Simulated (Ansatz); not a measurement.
MoTc3 (Pm-3m), PBEsol, DFPT electron-phonon coupling, linearised Boltzmann equation (Ansatz, a quantum-chemistry and plane-wave program). Phonon-limited resistivity 11.7 μΩ·cm at 300 K, 16.0 μΩ·cm at 400 K, current-weighted mean free path 4.2 nm, Drude plasma energy 9.64 eV.

Task: What temperature coefficient of resistance follows, and how does it compare with 1/T?

Result: (ρ₄₀₀ − ρ₃₀₀)/(100 K × ρ₃₀₀) = 3.68×10⁻³ K⁻¹, against 1/T = 3.33×10⁻³ K⁻¹ for a resistivity proportional to T. It lies higher because phonons are still being populated at 300 K; impurities would add a constant and lower it.

Task: What is the classical skin depth at 1 GHz (nonmagnetic, μ₀ = 1.257×10⁻⁶ H/m)?

Result: δ = √(ρ/(π f μ₀)) = 5440 nm.

Task: What Drude relaxation time do resistivity and plasma energy imply?

Result: ω_p = 1.46e16 s⁻¹, so τ = 1/(ε₀ ω_p² ρ) = 4.50 fs, a damping ħ/τ of 146 meV.

A metal at this level (no band gap). Only scattering by harmonic phonons is included (no impurities, grain boundaries, electron-electron scattering or thermal expansion). Spin-orbit coupling is left out. The squared frequency of the phonon mode least converged on the k mesh is uncertain by about 13 %. The run warned that the eigensolver left some states short of its tolerance. Halving the electron mesh (24x24x24) moves the resistivity by up to 6 % at 300 K, the mean free path by up to 3 %. Smearing 0.20 eV; phonons on a 4x4x4 q mesh, which this run doesn't test.

Computed structure with no diffraction record at hand here (it may be known, metastable or hypothetical): MoTc3 (Pm-3m).
